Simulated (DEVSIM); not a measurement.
Structure: abrupt GaP p-n junction, at 250 K.

```
layer (left to right)  material  thickness (μm)  Nd (cm⁻³)  Na (cm⁻³)  τn (s)  τp (s)
---------------------  --------  --------------  ---------  ---------  ------  ------
1                           GaP            3.70          -       2e16  1.1e-7  1.1e-7
2                           GaP            21.0     1.6e17          -  1.1e-7  1.1e-7
```

Left contact: ohmic. Right contact: ohmic. Voltage is applied to the left contact. Recombination: SRH at mid-gap, radiative, Auger. Mobility is constant in doping.

The device is made up for the run: typed textbook-type constants, with dimensions and the other settings drawn at random. Values at 300 K; Nc and Nv go as T^1.5, mobilities as T to minus their exponent, the gap by Varshni's rule with the affinity fixed.

| parameter | GaP |
|---|---|
| gap (eV) | 2.26 |
| affinity (eV) | 3.8 |
| permittivity | 11.1 |
| Nc (cm⁻³) | 1.8e19 |
| Nv (cm⁻³) | 1.9e19 |
| μn (cm²/Vs) | 250 |
| μp (cm²/Vs) | 150 |
| T exponent of μn | 1.6 |
| T exponent of μp | 1.98 |
| B (cm³/s) | 1e-13 |
| Cn (cm⁶/s) | 1e-30 |
| Cp (cm⁶/s) | 1e-30 |
| Varshni α (eV/K) | 0.00058 |
| Varshni β (K) | 372 |

DEVSIM, 1D drift-diffusion, Boltzmann statistics, complete ionisation; no tunnelling, impact ionisation, image-force lowering or self-heating.

### Question
Tabulate band edges, carrier densities and field at -10.0 V on the left contact.

### Answer
Energies count from the Fermi level of the right contact; mesh points crowd at the junctions.

```json
[
 {"x (μm)": "0.000", "Ec (eV)": "12.138", "Ev (eV)": "9.858", "n (cm⁻³)": "< 1e2", "p (cm⁻³)": "2.0e16", "field (V/cm)": "≈ 0"},
 {"x (μm)": "0.03469", "Ec (eV)": "12.138", "Ev (eV)": "9.858", "n (cm⁻³)": "< 1e2", "p (cm⁻³)": "2.0e16", "field (V/cm)": "≈ 0"},
 {"x (μm)": "0.1247", "Ec (eV)": "12.138", "Ev (eV)": "9.858", "n (cm⁻³)": "< 1e2", "p (cm⁻³)": "2.0e16", "field (V/cm)": "≈ 0"},
 {"x (μm)": "0.3373", "Ec (eV)": "12.138", "Ev (eV)": "9.858", "n (cm⁻³)": "< 1e2", "p (cm⁻³)": "2.0e16", "field (V/cm)": "≈ 0"},
 {"x (μm)": "1.186", "Ec (eV)": "12.138", "Ev (eV)": "9.858", "n (cm⁻³)": "< 1e2", "p (cm⁻³)": "2.0e16", "field (V/cm)": "≈ 0"},
 {"x (μm)": "2.568", "Ec (eV)": "12.138", "Ev (eV)": "9.858", "n (cm⁻³)": "< 1e2", "p (cm⁻³)": "2.0e16", "field (V/cm)": "≈ 0"},
 {"x (μm)": "3.248", "Ec (eV)": "10.038", "Ev (eV)": "7.758", "n (cm⁻³)": "< 1e2", "p (cm⁻³)": "< 1e2", "field (V/cm)": "-120000"},
 {"x (μm)": "3.582", "Ec (eV)": "4.326", "Ev (eV)": "2.046", "n (cm⁻³)": "< 1e2", "p (cm⁻³)": "< 1e2", "field (V/cm)": "-230000"},
 {"x (μm)": "3.666", "Ec (eV)": "2.326", "Ev (eV)": "0.047", "n (cm⁻³)": "< 1e2", "p (cm⁻³)": "< 1e2", "field (V/cm)": "-250000"},
 {"x (μm)": "3.701", "Ec (eV)": "1.413", "Ev (eV)": "-0.866", "n (cm⁻³)": "< 1e2", "p (cm⁻³)": "< 1e2", "field (V/cm)": "-260000"},
 {"x (μm)": "3.737", "Ec (eV)": "0.641", "Ev (eV)": "-1.639", "n (cm⁻³)": "1700000", "p (cm⁻³)": "< 1e2", "field (V/cm)": "-170000"},
 {"x (μm)": "3.884", "Ec (eV)": "0.096", "Ev (eV)": "-2.183", "n (cm⁻³)": "1.6e17", "p (cm⁻³)": "< 1e2", "field (V/cm)": "≈ 0"},
 {"x (μm)": "4.207", "Ec (eV)": "0.096", "Ev (eV)": "-2.183", "n (cm⁻³)": "1.6e17", "p (cm⁻³)": "< 1e2", "field (V/cm)": "≈ 0"},
 {"x (μm)": "4.978", "Ec (eV)": "0.096", "Ev (eV)": "-2.183", "n (cm⁻³)": "1.6e17", "p (cm⁻³)": "< 1e2", "field (V/cm)": "≈ 0"},
 {"x (μm)": "8.094", "Ec (eV)": "0.096", "Ev (eV)": "-2.183", "n (cm⁻³)": "1.6e17", "p (cm⁻³)": "< 1e2", "field (V/cm)": "≈ 0"},
 {"x (μm)": "14.20", "Ec (eV)": "0.096", "Ev (eV)": "-2.183", "n (cm⁻³)": "1.6e17", "p (cm⁻³)": "< 1e2", "field (V/cm)": "≈ 0"},
 {"x (μm)": "20.60", "Ec (eV)": "0.096", "Ev (eV)": "-2.183", "n (cm⁻³)": "1.6e17", "p (cm⁻³)": "< 1e2", "field (V/cm)": "≈ 0"},
 {"x (μm)": "23.04", "Ec (eV)": "0.096", "Ev (eV)": "-2.183", "n (cm⁻³)": "1.6e17", "p (cm⁻³)": "< 1e2", "field (V/cm)": "≈ 0"},
 {"x (μm)": "24.23", "Ec (eV)": "0.096", "Ev (eV)": "-2.183", "n (cm⁻³)": "1.6e17", "p (cm⁻³)": "< 1e2", "field (V/cm)": "≈ 0"},
 {"x (μm)": "24.53", "Ec (eV)": "0.096", "Ev (eV)": "-2.183", "n (cm⁻³)": "1.6e17", "p (cm⁻³)": "< 1e2", "field (V/cm)": "≈ 0"},
 {"x (μm)": "24.64", "Ec (eV)": "0.096", "Ev (eV)": "-2.183", "n (cm⁻³)": "1.6e17", "p (cm⁻³)": "< 1e2", "field (V/cm)": "≈ 0"},
 {"x (μm)": "24.70", "Ec (eV)": "0.096", "Ev (eV)": "-2.183", "n (cm⁻³)": "1.6e17", "p (cm⁻³)": "< 1e2", "field (V/cm)": "≈ 0"}
]
```
